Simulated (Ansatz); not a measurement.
## Ansatz run on TlI3 (Pm-3m, 4 atoms in the cell): self-consistent single point

Method of the run: PBE (plane waves, PAW; Ansatz, a first-principles code).

The input file:

Ansatz 0.2 input:
```yaml
crystal:
  lattice:
    - [6.10576300, 0.00000000, 0.00000000]
    - [0.00000000, 6.10576300, 0.00000000]
    - [0.00000000, 0.00000000, 6.10576300]
  atoms:
    - { symbol: Tl, position: [0.00000000, 0.00000000, 0.00000000] }
    - { symbol: I, position: [0.50000000, 0.00000000, 0.00000000] }
    - { symbol: I, position: [0.00000000, 0.00000000, 0.50000000] }
    - { symbol: I, position: [0.00000000, 0.50000000, 0.00000000] }
kpoints:
  mp_grid:
    grid: [6, 6, 6]
hamiltonian:
  xc: pbe
  pseudopotentials:
    kind: paw
scf:
  occupations:
    method: methfessel_paxton
    width: 0.136 eV
output:
  forces: true
  eigenvalues: true
  stress: true
```

The program printed (abridged):

```
WARN basis.ecutwfc = 420 eV, the default
WARN ansatz: RAYON_NUM_THREADS=1 ignored (pool sized by the plan → 1); use --threads N
Pseudopotentials: kind: paw
Pseudopotential: Tl, paw, valence charge 13
Pseudopotential: I, paw, valence charge 17
Crystal: 4 atoms, lattice volume = 227.625 Å³
Basis set: ecut = 420 eV, 4457 PW (Γ), exchange–correlation on 90×90×90 points (8 copies of the dense FFT grid, shifted against one another)
Bands: 39, of which v1, the nominal top of the filled ones, is band 32 counted from 1 (31 counted from 0)
Symmetry: 48 space group operations
Space group: Pm-3m (ITA 221), of the structure as read, at distance tolerance 6.1e-5 Å
k-points: 20 of 216
Initial density: superposition of atomic densities (neutral atoms: chi_scale 0, normalization atom), corrected by the library's trained network
Initial wavefunctions: pseudopotential atomic-orbital guess
Eigensolver: davidson
Functional: x = pbe(κ = 0.804, μ = 0.2195149727645171), c = pbe(β = 0.06672455060314922)
SCF iter   1: F=—  HF=-33983.190173 eV  |F-HF|=—  |Δ(HF+E_count)|=         —  Δρ=1.99e-3  dr2=3.95e-2  ethr=1.77e-3  ⟨swp⟩=8.3  Hψ=3649  notcnv=0  defer=12
all-band conjugate gradients solve this SCF's bands
preconditioner: auto → LDOS
SCF iter   2: F=—  HF=-33983.189345 eV  |F-HF|=—  |Δ(HF+E_count)|=   8.27e-4  S|Δr|=    0.00e0  Δρ=2.17e-3  dr2=3.01e-2  ethr=6.18e-5  ⟨swp⟩=2.7  Hψ=1736  notcnv=0  defer=36
SCF iter   3: F=—  HF=-33983.180450 eV  |F-HF|=—  |Δ(HF+E_count)|=   8.90e-3  S|Δr|=    0.00e0  Δρ=2.74e-4  dr2=5.11e-4  ethr=4.71e-5  ⟨swp⟩=2.0  Hψ=962  notcnv=0  defer=36
SCF iter   4: F=—  HF=-33983.180333 eV  |F-HF|=—  |Δ(HF+E_count)|=   1.17e-4  S|Δr|=    0.00e0  Δρ=1.35e-4  dr2=4.41e-5  ethr=7.99e-7  ⟨swp⟩=2.0  Hψ=1112  notcnv=0  defer=36
SCF iter   5: F=—  HF=-33983.180312 eV  |F-HF|=—  |Δ(HF+E_count)|=   2.15e-5  S|Δr|=    0.00e0  Δρ=3.90e-5  dr2=4.78e-6  ethr=6.88e-8  ⟨swp⟩=2.0  Hψ=1301  notcnv=0  defer=33
SCF iter   6: F=—  HF=-33983.180313 eV  |F-HF|=—  |Δ(HF+E_count)|=   1.04e-6  S|Δr|=    0.00e0  Δρ=6.30e-6  dr2=1.38e-7  ethr=7.47e-9  ⟨swp⟩=2.0  Hψ=957  notcnv=0  defer=33
SCF iter   7: F=-33983.180313 eV  HF=-33983.180313 eV  |F-HF|=8.73e-11  |Δ(HF+E_count)|=   5.00e-8  S|Δr|=    0.00e0  Δρ=1.17e-6  dr2=2.67e-9  ethr=1.56e-10  ⟨swp⟩=13.1  Hψ=3831  notcnv=0
SCF 1 converged in 7 iterations: F = -33983.180313 eV  dr2 = 2.67e-9
SCF converged after 7 iterations
Stability not checked (fill_not_monotonic)
Free energy (F): -33983.180313 eV
Harris-Foulkes:  -33983.180313 eV  (|F-HF|=8.73e-11)
Internal energy: -33983.175402 eV  (E = F + TS)
E sigma→0 (E₀):  -33983.179085 eV
Entropy (-TS):   -0.004910 eV (-1.228 meV/atom)
Fermi energy:    1.493846 eV
--- Per-component energies (eV) ---
  E_band       = -1422.789905
  E_kinetic    = 899.400499
  E_local      = -9468.792420  (includes V_loc(G=0)·N_el)
  E_nonlocal   = 44.029087
  E_hartree    = 4574.999075
  E_xc         = -610.522819
  E_vxc        = -522.175704  (∫ρ·V_xc dr)
  E_paw        = -24615.060586  (= ΣΔE_a)
  E_vpaw       = -1525.250168  (= ΣTr[D̂ρ^β])
  E_aug_tail   = 0.000020  (compensation charges beyond the density's cutoff)
  E_ewald      = -4807.228258
  E_smearing   = -0.004910  (= −TS)
  E_closure    = 0.000000  (closes the sum)
  Σ components = -33983.180313   (vs F -33983.180313, Δ=0.00e0)
--- Forces (eV/Å), atoms counted from 1 ---
  atom   1  Tl     0.00000000     0.00000000     0.00000000
   [... zero for the other atoms too ...]
  max |Σ_I F_I| component: 1.23e-28 eV/Å
--- Stress (GPa, compression-positive) ---
        0.023461       0.000000       0.000000
        0.000000       0.023461       0.000000
       -0.000000       0.000000       0.023461
  P = ⅓ Tr σ = 0.0235 GPa (0.235 kbar)
  The stress holds the Pulay correction. Without it, at fixed plane waves, as pw.x and ABINIT print it: P = 0.0080 GPa
--- Band table (eV; the first three rows and the last of 20) ---
  k-point 0: bands = ["-42.4274", "-42.4271", "-42.4271", "-42.3555", "-42.3555", "-42.3555", "-42.3548", "-42.3548", "-42.3548", "-42.1519", "-42.1519", "-42.1519", "-42.1519", "-42.1519", "-42.1516", "-10.3187", "-10.2864", "-10.2864", "-9.3381", [...]
  k-point 1: bands = ["-42.4274", "-42.4271", "-42.4271", "-42.3555", "-42.3554", "-42.3554", "-42.3549", "-42.3549", "-42.3548", "-42.1519", "-42.1519", "-42.1519", "-42.1519", "-42.1518", "-42.1516", "-10.3059", "-10.2861", "-10.2139", "-9.3392", [...]
  k-point 2: bands = ["-42.4274", "-42.4271", "-42.4271", "-42.3555", "-42.3553", "-42.3553", "-42.3550", "-42.3550", "-42.3548", "-42.1519", "-42.1519", "-42.1519", "-42.1519", "-42.1518", "-42.1516", "-10.3029", "-10.2855", "-9.9853", "-9.3413", [...]
  k-point 19: bands = ["-42.4271", "-42.4271", "-42.4271", "-42.3552", "-42.3552", "-42.3552", "-42.3551", "-42.3551", "-42.3551", "-42.1520", "-42.1519", "-42.1519", "-42.1518", "-42.1518", "-42.1518", "-9.7723", "-9.7723", "-9.7723", "-9.5250", [...]
```

The run converged in 7 iterations.

The starting cell was generated: these elements placed on a structure prototype, without a prior relaxation; it need not be a known phase or ordering of this composition. Spin-orbit coupling is off. Ansatz's pressure includes its estimate of the finite-basis (Pulay) stress. The run gives no clean gap (levels at the Fermi energy touch, overlap or are partly filled at this smearing), which alone does not show that the compound is a metal.
